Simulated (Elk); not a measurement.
Band structure of TiSi2 (Fddd, 6 atoms in the cell).

```
TiSi2
1.0
    0.00000     4.14593     4.29231
    2.40600     0.00000     4.29231
    2.40600     4.14593     0.00000
Ti Si
2 4
Cartesian
  2.40600   4.14593   4.29231
  3.60900   6.21889   6.43847
  2.40600   6.94385   4.29231
  2.40600   1.34801   4.29231
  1.20300   3.42097   2.14616
  1.20300   0.72496   2.14616
```

Method of the run: PBE, all-electron FP-LAPW, Elk's shipped species files, APW+lo basis with extra local orbitals run with Elk.

Settings: xctype = 20; rgkmax = 7.5; stype = 0; swidth = 0.00999582 Ha; ngridk = 7 7 7; gmaxvr = 16 1/bohr; nxlo = 2; lorbcnd = true; rmtscf = 0.99; lmaxi = 2.

The starting cell comes from a database of computed structures (which also holds hypothetical and non-ambient phases and stackings), without a prior relaxation at this level. Its lattice was rescaled by a random factor within 2.5 % of one. Spin polarisation is off. Values depend on the basis (sphere radii, cutoffs, local orbitals), which need not be converged.

Levels in eV from the Fermi level, bands 17 to 24:
```
point     17     18     19     20     21    22    23    24
-----  -----  -----  -----  -----  -----  ----  ----  ----
Γ      -2.25  -2.08  -1.78  -1.36  -0.93  2.02  3.05  3.20
Y      -2.33  -2.33  -0.87  -0.87   1.24  1.24  3.19  3.19
T      -1.12  -1.12  -0.66  -0.66   0.82  0.82  2.22  2.22
Z      -1.57  -1.57  -0.96  -0.96   0.73  0.73  3.15  3.15
X      -1.35  -0.41   0.04   0.12   0.71  0.91  1.72  2.46
A1     -1.68  -1.68  -1.39  -1.39   1.37  1.37  2.07  2.07
```

Bands cross the Fermi level along this path, so the cell is metallic at this level.
